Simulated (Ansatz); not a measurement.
Consider a periodic stack without vacuum, fcc Pb (1 1 1) on 3C silicon carbide (1 1 1) (film strained to the substrate, started from cuts of the bulks and a machine-learned relaxation; slabs C24Si24 and Pb12, which can lie off the formulas): substrate slab C24Si24, film Pb12, surface cells [[0, -2], [2, -2]] and [[-2, 1], [-1, -1]], film strained by +0.4 and +0.4 %, outermost planes C/Si and Pb/Pb as cut, which need not be the usual terminations and can put a slab off its formula. Its start:

```
CELL_PARAMETERS angstrom
      6.19426     0.00000     0.01645
      3.09713     5.36438     0.01905
     -1.21687     1.39701    27.60519
ATOMIC_POSITIONS crystal
  C  0.07434 0.14462 0.03135
  C  0.45607 0.38159 0.03179
  C  0.87030 0.76527 0.04219
  C  0.65200 0.76323 0.03825
  C  0.68674 0.93390 0.12709
  C  0.21274 0.88793 0.12237
  C  0.71925 0.40180 0.12367
  C  0.19764 0.39858 0.12470
  C  0.39887 0.54457 0.21508
  C  0.89479 0.55128 0.21612
  C  0.39212 0.04794 0.21659
  C  0.90081 0.04839 0.21619
  C  0.08827 0.18974 0.30813
  C  0.58910 0.18843 0.30721
  C  0.09062 0.68820 0.30727
  C  0.58827 0.68807 0.30731
  C  0.78402 0.82913 0.39818
  C  0.28489 0.82875 0.39964
  C  0.78100 0.33030 0.39945
  C  0.28496 0.32853 0.39963
  C  0.47473 0.47323 0.49222
  C  0.97851 0.46685 0.48895
  C  0.48416 0.96844 0.49149
  C  0.97895 0.97591 0.48915
  Si 0.01022 0.74324 0.10593
  Si 0.54988 0.74368 0.10313
  Si 0.04618 0.21828 0.09717
  Si 0.51388 0.28038 0.09877
  Si 0.72731 0.38636 0.19225
  Si 0.22073 0.38577 0.19293
  Si 0.71856 0.89506 0.19455
  Si 0.22538 0.88341 0.19184
  Si 0.41356 0.02845 0.28494
  Si 0.91649 0.02860 0.28459
  Si 0.41592 0.52726 0.28372
  Si 0.91502 0.52891 0.28462
  Si 0.11212 0.66776 0.37587
  Si 0.60900 0.66837 0.37586
  Si 0.10852 0.16955 0.37675
  Si 0.60904 0.16980 0.37577
  Si 0.79840 0.31362 0.46800
  Si 0.30726 0.30727 0.46779
  Si 0.80710 0.81012 0.46555
  Si 0.30712 0.81183 0.46776
  Si 0.60459 0.89985 0.55711
  Si 0.99844 0.91973 0.55606
  Si 0.39340 0.50652 0.55725
  Si 0.99919 0.48783 0.55544
  Pb 0.39232 0.26582 0.65210
  Pb 0.05086 0.96324 0.66199
  Pb 0.70443 0.60989 0.65225
  Pb 0.42824 0.93245 0.76503
  Pb 0.08721 0.60103 0.76425
  Pb 0.75244 0.26778 0.76579
  Pb 0.43946 0.58064 0.86575
  Pb 0.11759 0.23975 0.86469
  Pb 0.78879 0.90703 0.86885
  Pb 0.38455 0.12630 0.98960
  Pb 0.13115 0.77092 0.99560
  Pb 0.73591 0.42353 0.98936
```

The start was prepared with a machine-learned potential, and the result is one local minimum, with the in-plane cell held and forces under 0.04 eV/Å; the film can end far from its bulk form.

Method: PBE (plane waves to 420 eV, PAW; Ansatz, an electronic-structure program). No spin–orbit coupling; the runs are not spin-polarised. Its k-point mesh 5×5×1, Fermi–Dirac width 0.05 eV.

### Question
Predict the relaxed interface.

### Answer
The interface area is 33.2 Å², the period comes out as 27.65 Å and the heights between the nearest atoms of the two slabs at the two interfaces is 2.26 and 1.15 Å. The C–Pb contacts across the interfaces within 1.22 times the sum of covalent radii is 9, mean 2.38 Å and the Pb–Si contacts across the interfaces within 1.22 times the sum of covalent radii comes out as 4, mean 2.95 Å. The estimate of the barrier comes out as withheld, since the two interfaces are unlike. The slope of the mean potential energy in the substrate comes out as -3.5 MV/cm × e.
